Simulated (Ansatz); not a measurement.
Cost and result by functional for the adsorption energy of F on the 1x1 (110) surface of bcc Mo, one in a 2x2 cell, started at the site 'bridge Mo-Mo (span 2.7 Å)', in Ansatz (plane waves, PAW). Single points on the PBE structure, on one kind of machine; costs are rough ratios of the slab run's core time (references not counted) to the cheapest single point. r2SCAN's cost holds its higher cutoff (500 against 420 eV). Differences are taken against r2SCAN for comparison alone: no measured value is at hand, so the table doesn't rank accuracy.

Set-up: 17 atoms, 6.5 Å thick at the start under the adsorbate (thin: gaps and levels are the slab's own); mesh 6x6x1; 0.1 eV smearing; dipole correction on; 8 atoms held, the rest relaxed; symmetry of the start imposed; no spin, no spin-orbit, no U, no dispersion correction. At the end it is bonded to 2 Mo. In PBE it is, or lies within 0.03 eV of, the lowest of the starts that converged. These notes are the PBE run's. Adsorption energies are against ½ F2(g). A negative adsorption energy means that the adsorbate is more stable on the surface than in its reference.

```tsv
functional	relative cost	adsorption energy (eV)	less r2SCAN (eV)
RPBE	1	-3.72	0.50
r2SCAN	3	-4.22	0.00
PBE (the relaxed run's value)	–	-3.90	0.31
```

The values span 0.50 eV, while the single points' costs differ by a factor of roughly 3. Differences are of unrounded values.

Ansatz is a quantum-chemistry and plane-wave program.
